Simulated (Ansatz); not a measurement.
The starting structures come from a database of crystals and need not be the phases stable at ambient conditions.

By PBEsol, the system below comes out a metal.

The ballistic (Sharvin) conductance counts the channels at the Fermi level: G/A = (e²/h) × channels of both spins per area.

Consider the following.

```yaml
crystal:
  lattice:
    - [3.07867, 0.00000, 0.00000]
    - [1.53933, 7.50925, 0.00000]
    - [1.53934, 0.31555, 2.64747]
  atoms:
    - { symbol: Li, position: [0.77703, 0.66891, 0.77703] }
    - { symbol: Li, position: [0.22297, 0.33109, 0.22297] }
    - { symbol: Li, position: [0.00000, 0.00000, 0.00000] }
```

The cell is taken as given.

The current flows along the normal of the first two printed cell vectors, the (101) plane of the conventional cell. No spin-orbit coupling; the value is a mean over 0.1 eV about the Fermi level.

Problem. Compute, with PBEsol in Ansatz (a first-principles code), the ballistic conductance per area.

Solution. 0.76 × 10¹⁵ S/m² for both spins.
